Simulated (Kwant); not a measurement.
Model system: quantum point contact (saddle potential) in a GaAs two-dimensional gas. Effective mass 0.067 mₑ, grid spacing 3.3 nm, hard walls, nominal width 80 nm (25 grid rows, so walls 85.8 nm apart), one parabolic valley, scattering region 240 nm long along x; energies count from the band bottom; Fermi energy 0.0131 eV. Potential (V0 + ½k y²) cos²(πx/L) for |x| < L/2, with V0 swept from 0.013755 to 0 eV, k = 7e-05 eV/nm², L = 59 nm.

Constants are typed, rounded textbook-type inputs, not results; the design itself was drawn at random and stands for no fabricated device.

Computed with Kwant: effective-mass tight-binding model on a square grid, one spin, coherent transport at 0 K. Conductance is in e²/h.

**Question.** Compare with the saddle-point formula G = Σ 1/(1 + exp(−2π(E − V0 − ħωy(n + ½))/ħωx)), taking ħωy = ħ√(k/m) and ħωx from the curvature along x of V0 plus half of the mode's confinement energy.

**Answer.** ħωy = 8.92 meV; at V0 = 11.2 meV the lowest mode has ħωx = 9.29 meV.

```tsv
V0 (meV)	formula	simulation
13.0	0.061	0.060
11.2	0.15	0.16
9.37	0.37	0.39
7.58	0.70	0.72
5.78	0.94	0.95
3.99	1.03	1.03
```

The formula takes a parabolic saddle in the continuum; the run has the full potential on a grid.
